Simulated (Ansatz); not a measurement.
# zinc-blende GaSb: the defect Sb interstitial

Computed with PBE, PAW (plane waves to 420 eV; Ansatz, a quantum-chemistry and plane-wave program). Details: 64-site cell; 2×2×2 shifted k-points; start: void with 4Ga nearest; no spin–orbit coupling; the functional closes the host's gap; energies good to tenths of an eV.

Neighbours after relaxation, in Å: of the Sb atom: Ga 2.89, Ga 2.89, Ga 2.89, Ga 2.90.

Formation energies E_f are those of the neutral cell. Chemical conditions: Ga-rich (Δμ(Sb) = -0.32 eV; only phases computed here count, gases as isolated molecules at 0 K); Sb-rich (Δμ(Sb) = 0.00 eV; only phases computed here count, gases as isolated molecules at 0 K). Reference phases: Sb: rhombohedral Sb.

The name describes the start; the neighbours show where the atoms ended.

| charge | moment (μB) | largest move off a lattice site (Å) | E_f, Ga-rich (eV) | E_f, Sb-rich (eV) |
|---|---|---|---|---|
| 0† | quenched | 0.20 | 3.70 | 3.37 |

† Not settled in this cell, so no level is given: charge 0: a level filled in part.

Starting moments that weren't kept: charge 0 began with 1 μB and ended with 0.0.

Not the lowest form: the same atoms on another site or from another start ended lower, by 0.40 eV at charge 0.
